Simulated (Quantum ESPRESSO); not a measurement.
Habitual settings against a tight run: Ba2IBrF2 (P4mm, 6 atoms in the cell)

Self-consistent single point.

```
CELL_PARAMETERS angstrom
      4.65110     0.00000     0.00000
      0.00000     4.65110     0.00000
      0.00000     0.00000     8.03934
ATOMIC_POSITIONS crystal
  Ba 0.50000 0.50000 0.82740
  Ba 0.00000 0.00000 0.18519
  I  0.00000 0.00000 0.64139
  Br 0.50000 0.50000 0.34010
  F  0.50000 0.00000 0.00296
  F  0.00000 0.50000 0.00296
```

Method of the run: LDA (PZ), GBRV 1.5 ultrasoft (LDA) pseudopotentials (plane waves; Quantum ESPRESSO).

Base settings: ecutwfc = 40 Ry; ecutrho = 200 Ry; occupations = fixed; K_POINTS = automatic 7 7 4 0 0 0; nbnd = 28; conv_thr = 1e-10 Ry.

Tight run (finer mesh or higher cutoff; not a proven limit): ecutwfc: 40 Ry → 56 Ry; ecutrho: 200 Ry → 280 Ry; conv_thr: 1e-10 Ry → 7.3e-11 Ry; K_POINTS: automatic 7 7 4 0 0 0 → automatic 10 10 6 0 0 0. It gave top of the valence band (on the code's own zero) 4.19 eV; gap on the k-point mesh 4.16 eV; pressure -4.78 GPa; largest force (vector length) 0.427 eV/Å.

Quick runs, as changes from the base:
- A: the base itself
- B: ecutwfc: 40 Ry → 20 Ry; ecutrho: 200 Ry → 100 Ry; occupations: fixed → smearing; nbnd: 28 → default; K_POINTS: automatic 7 7 4 0 0 0 → automatic 4 4 4 1 1 1; smearing: default → marzari-vanderbilt; degauss: default → 0.0147 Ry
- C: conv_thr: 1e-10 Ry → 7.3e-05 Ry; K_POINTS: automatic 7 7 4 0 0 0 → automatic 4 4 4 1 1 1
- D: ecutwfc: 40 Ry → 28 Ry; ecutrho: 200 Ry → 140 Ry; K_POINTS: automatic 7 7 4 0 0 0 → automatic 4 4 4 0 0 0
- E: ecutwfc: 40 Ry → 24 Ry; ecutrho: 200 Ry → 120 Ry; occupations: fixed → smearing; nbnd: 28 → default; conv_thr: 1e-10 Ry → 7.3e-05 Ry; K_POINTS: automatic 7 7 4 0 0 0 → automatic 1 1 1 0 0 0; smearing: default → methfessel-paxton; degauss: default → 0.0147 Ry

Dashes: time of B, E, under 30 s; gap of E, left out as unsure on this mesh or at this smearing.

Gaps are read on each run's own mesh, which may miss the band edges.

The count of work is k-points × plane waves × bands × iterations; it is no time. Core times come from one kind of shared machine and are given to one figure; runs under 30 s give none.

The starting cell comes from a database of computed structures (which also holds hypothetical and non-ambient phases and stackings), without a prior relaxation at this level. Its lattice was rescaled by a random factor within 2.5 % of one. Spin-orbit coupling is off. In the base run, with a pressure of about -5 GPa the cell is away from its equilibrium volume at this level.

```csv
run,energy less tight (meV/atom),pressure less tight (GPa),largest miss in a force vector (eV/Å),gap on the mesh less tight (eV),count of work / tight,core time / tight (rough)
A,2.5,-0.12,0.000,0.000,0.20,0.2
B,1504.8,-30.45,0.010,0.605,0.014,–
C,2.5,-0.41,0.071,0.627,0.018,0.05
D,152.5,-4.79,0.008,-0.002,0.076,0.1
E,924.6,-8.14,0.736,–,0.0017,–
```

Among the runs at the tight run's level, the energy misses run from 2.5 to 1504.8 meV/atom.

Left out of this page: 1 run of the series outside the window shown, repeating another row's setting, or not comparable.
